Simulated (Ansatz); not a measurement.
Start from SiC (space group P6_422, No. 181; a = 3.066 Å, c = 7.031 Å; a hypothetical phase, not in the database extracts checked). Axes: x lies along a and z along c of the hexagonal cell.

The values are results of PBEsol (Ansatz, a quantum-chemistry and plane-wave program), no spin-orbit coupling, not measurements.

Before the change:

The band gap is 0.77 eV. The valence-band top at Γ comes out as 0.00, -0.21, -0.36 eV.

The change: tensile biaxial strain of 3.65 % in the plane normal to [001], as in epitaxy on a mismatched substrate; the out-of-plane cell vector and the atoms relax.

How does this affect the band gap?

The band gap increases by 0.126 eV to 0.89 eV.

Predict the new valence-band top at Γ.

The valence-band top at Γ (three highest levels, from the VBM) becomes 0.00, -0.35, -0.73 eV (base: 0.00, -0.21, -0.36 eV).

Whether these cells are dynamically stable was not tested. The base started in P3_121 and relaxed to P6_422 at this level.
